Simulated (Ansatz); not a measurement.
## What uniaxial stress, 2 GPa tension along z does to Mg2Si

Take Mg$_{2}$Si (space group Fm-3m, No. 225; a = 6.326 Å) as the base. Axes: x, y, z lie along the cube axes.

Now apply this change: uniaxial stress, 2 GPa tension along z, with the cell and atoms free to relax against it.

Computed with PBEsol (Ansatz, a quantum-chemistry and plane-wave program; PAW; 420 eV plane waves; scalar-relativistic without spin-orbit coupling). Γ-centred 13×13×13 mesh, Fermi–Dirac width 0.05 eV.

```csv
quantity,base,changed,shift
space group,Fm-3m (No. 225),I4/mmm (No. 139),–
shortest interatomic distance,2.739 Å,2.751 Å,+0.0114 Å
energy relative to the base (free energy F),0 meV/atom,+2.4 meV/atom,+2.4 meV/atom
band gap,0.12 eV,0.07 eV,-0.05 eV
gap character,–,"indirect, Γ → X",–
smallest direct gap,1.87 eV,1.77 eV,-0.108 eV
electron mass,"0.58 mₑ along k, 0.18 mₑ across (at X)","0.56 mₑ along k, 0.19 mₑ across (at X)",–
"valence-band top at Γ (three highest levels, from the VBM)","0.00, 0.00, 0.00 eV","0.00, 0.00, -0.10 eV",–
"valley order (the lowest conduction-band minima on the path, energy above the VBM, named in the base's zone)",X along ⟨100⟩ 0.12 eV; L along ⟨111⟩ 1.28 eV,X along [100] 0.07 eV; X along [001] 0.16 eV; L along [1-11] 1.18 eV,–
"strain response (xx, yy, zz)",–,"(−0.31, −0.31, +1.85) %",–
secant Young's modulus along z,–,110 GPa,–
mean lateral Poisson ratio,–,0.17,–
```

Cost of the whole job for the changed cell (relaxation, final SCF and bands): roughly 90 core-seconds.

Effective masses come from finite differences of ±0.01 Å⁻¹. Along k means along the line from Γ to the band edge. Beyond what the load breaks, stability against distortions was not tested. A zero or small gap of Mg2Si can be the functional's error rather than a property of the material. Labels are those of the standard path for the cell's own space group.
